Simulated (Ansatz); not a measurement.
Base system: ZrC in the rock salt structure (space group Fm-3m, No. 225; a = 4.6691 Å; relaxed with 0.1 eV smearing). Axes: x, y, z lie along the cube axes.

Computed with Ansatz (a quantum-chemistry and plane-wave program) PBEsol, no spin-orbit coupling.

One thing is altered: the cell is stretched by 2.30 % along z with no lateral relaxation, atoms relaxed at fixed cell.

**Question.** Predict the stress tensor and what it implies for the stiffness.

**Answer.** Stress of the strained cell less that of the base (GPa, compression positive):
```
   -2.3     0.0     0.0
    0.0    -2.3     0.0
    0.0     0.0   -10.1
```

Then −Δσ_ii/ε with ε = 0.0230 gives secant stiffness values (nonlinear terms included at this strain): C33 ≈ 439 GPa, C13 ≈ 101 GPa and C23 ≈ 101 GPa.

As a check, the harmonic strain energy −½ V₀ Δσ:ε is 9.2 meV/atom; the computed energy rise is 9.6 meV/atom.

Stability against distortions was not tested. All final runs are without spin polarisation.
